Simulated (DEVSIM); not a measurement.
System: illuminated Si p-on-n cell, one wavelength, at 300 K.

Layer 1 from the left is Si, thickness (μm) 0.360, Na (cm⁻³) 9.9e17, τn (s) 1.6e-7, τp (s) 1.5e-6, absorption coefficient (cm⁻¹) 1300. Layer 2 from the left is Si, thickness (μm) 180, Nd (cm⁻³) 2.8e16, τn (s) 8.9e-6, τp (s) 8.9e-6, absorption coefficient (cm⁻¹) 1300.

Left contact: ohmic, minority electron recombination velocity 3000 cm/s. Right contact: ohmic, minority hole recombination velocity 9000 cm/s. Voltage is applied to the left contact. Recombination: SRH at mid-gap, radiative, Auger. Light enters at the left, 2.1e16 photons cm⁻² s⁻¹, one pass, no reflection. Mobility is constant in doping.

The device is made up for the run: typed textbook-type constants, with dimensions and the other settings drawn at random. Values at 300 K.

Si: gap (eV) 1.124, affinity (eV) 4.05, permittivity 11.7, Nc (cm⁻³) 2.86e19, Nv (cm⁻³) 3.1e19, μn (cm²/Vs) 1417, μp (cm²/Vs) 470, B (cm³/s) 4.7e-15, Cn (cm⁶/s) 2.8e-31, Cp (cm⁶/s) 9.9e-32.

DEVSIM, 1D drift-diffusion, Boltzmann statistics, complete ionisation; no tunnelling, impact ionisation, image-force lowering or self-heating.

Dark forward current:

| |V| (V) | |J| (A/cm²) |
|---|---|
| 0.05 | 2.763e-10 |
| 0.10 | 9.996e-10 |
| 0.15 | 3.115e-9 |
| 0.20 | 9.996e-9 |
| 0.25 | 3.627e-8 |
| 0.30 | 1.589e-7 |
| 0.35 | 8.426e-7 |
| 0.40 | 5.109e-6 |
| 0.45 | 3.331e-5 |
| 0.50 | 0.0002246 |
| 0.55 | 0.001536 |
| 0.60 | 0.01056 |
| 0.65 | 0.07204 |
| 0.70 | 0.4638 |
| 0.75 | 2.426 |
| 0.80 | 9.504 |
| 0.85 | 30.61 |
| 0.90 | 84.51 |
| 0.95 | 195.8 |
| 1.00 | 378.9 |
| 1.05 | 632.5 |
| 1.10 | 948.2 |
| 1.15 | 1317 |
| 1.20 | 1732 |
| 1.25 | 2186 |

Task: Work out the local ideality factor n = ΔV / (kT/q · ln(J2/J1)) between the rows 0.15 and 0.20 V, 0.55 and 0.60 V, 1.20 and 1.25 V.

Result: kT/q = 25.85 mV. From 0.15 to 0.20 V: ln(9.996e-9/3.115e-9) = 1.166, n = 1.66. From 0.55 to 0.60 V: ln(0.01056/0.001536) = 1.928, n = 1.00, near the 1 of diffusion or emission over a barrier. From 1.20 to 1.25 V: ln(2186/1732) = 0.233, n = 8.31.

Task: What current could the absorbed light give at most, and what share is collected?

Result: Σ αd = 23.4, so qΦ(1 − exp(−Σ αd)) = 3.36 mA/cm². The simulated short-circuit current is 3.137 mA/cm², a share of 0.93.

Task: Estimate the open-circuit voltage by superposition: the voltage at which the dark current equals that short-circuit current.

Result: Interpolating ln J in the table gives 0.569 V. The simulation gives 0.568 V, the same within the digits that matter. Superposition holds where collection doesn't change with voltage.

Task: Estimate the fill factor from FF0 = (v − ln(v + 0.72))/(v + 1), v = qVoc/(nkT), with n from the dark curve.

Result: The rows about Voc, 0.55 and 0.60 V, give n = 1.00, so v = 21.9 and FF0 = 0.820. The simulation gives 0.821, the same within the digits that matter.
